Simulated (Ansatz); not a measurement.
**Hypothetical P4_2/mnm WTe2: pressure 18 GPa**

Start from WTe₂ (space group P4_2/mnm, No. 136; a = 6.5963 Å, c = 3.5772 Å; a hypothetical phase, not in the database extracts checked).

The change: a hydrostatic pressure of 18 GPa.

The values are results of DFT with PBEsol, PAW potentials and a 420 eV plane-wave cutoff in Ansatz (a program for electronic structure), without spin-orbit coupling, not measurements. k-mesh 7×7×13 (Γ-centred); smearing 0.05 eV (Fermi–Dirac).

The volume per atom shrinks by 3.41 Å³ (25.94 Å³ → 22.53 Å³) and the density rises by 1.42 g/cm³, from 9.37 g/cm³ to 10.79 g/cm³. The lattice parameter a falls by 0.167 Å to 6.429 Å and the c/a ratio falls by 0.0336, from 0.542 to 0.509. The enthalpy H = E + PV relative to the base's energy is +2.70 eV/atom and the band gap is still zero.

Cost of the whole job for the changed cell (relaxation, final SCF and bands): around 3 core-minutes (rough).

Load acts through the strain it causes; cell and atoms are relaxed under it. Stability against distortions was not tested. No other phases were tried under pressure. The final runs are not spin-polarised. WTe2 has a high density of states at the Fermi level and may be magnetic at this level.
